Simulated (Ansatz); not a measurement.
How the lattice parameter a of Cu3N (model structure, started from the D03 type, Fm-3m, No. 225, 4 atoms in the cell) moves with the method

No measured value is used here.

| level (code) | value (Å) |
|---|---|
| PBE (Ansatz) | (withheld) |
| PBEsol (Ansatz) | 5.479 |
| PBE-D3(BJ) (Ansatz) | 5.495 |

What belongs in the gaps?


- PBE (Ansatz, a first-principles code), value (Å): 5.579

PBE-D3(BJ): a distance lies near a switch of the dispersion term, which can move the cell. Ansatz's density-functional and Hartree–Fock values are scalar-relativistic unless marked +SOC, with PAW data made under PBE.

A model structure was made by putting elements into a prototype or built by hand; it is no filed structure, need not be a known phase, and can be a saddle point held by its symmetry.
